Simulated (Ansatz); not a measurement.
## MoTe2: response to strain

The parent structure is MoTe₂ (space group P6_3/mmc, No. 194; layered, stacked along the Cartesian z axis).

```
CELL_PARAMETERS angstrom
      3.49664     0.00000     0.00000
     -1.74832     3.02818     0.00000
      0.00000     0.00000    13.69594
ATOMIC_POSITIONS crystal
  Te 0.66667 0.33333 0.38268
  Te 0.33333 0.66667 0.88268
  Te 0.33333 0.66667 0.61732
  Te 0.66667 0.33333 0.11732
  Mo 0.66667 0.33333 0.75000
  Mo 0.33333 0.66667 0.25000
```

Cartesian axes are those of the cell as printed.

Strains are applied to the cell and any free atomic positions relax; under biaxial strain the out-of-plane vector relaxes too.

All numbers come from PBE-D3(BJ) (Ansatz, a program for electronic structure, PAW, spin-orbit coupling left out).

```csv
"biaxial strain, plane normal [001], relaxed out of plane (%)",out-of-plane strain (%)
0,0.00
0.6,-0.28
1.2,-0.56
1.8,?
2.4,-1.08
3,-1.35
```

Q: Fit ε⊥ = −νε + γε² (strains in %) to the rows shown and predict the withheld row.

A: Least squares on the printed values gives ν = 0.47 (the biaxial Poisson response) and γ = 0.008 (largest residual 0.01 %); this predicts -0.82 %, and the run gives -0.82 %, in agreement.

Stability against distortions was not tested. The D3 term's C6 switches between coordination references near this geometry, which can add small steps to energies.
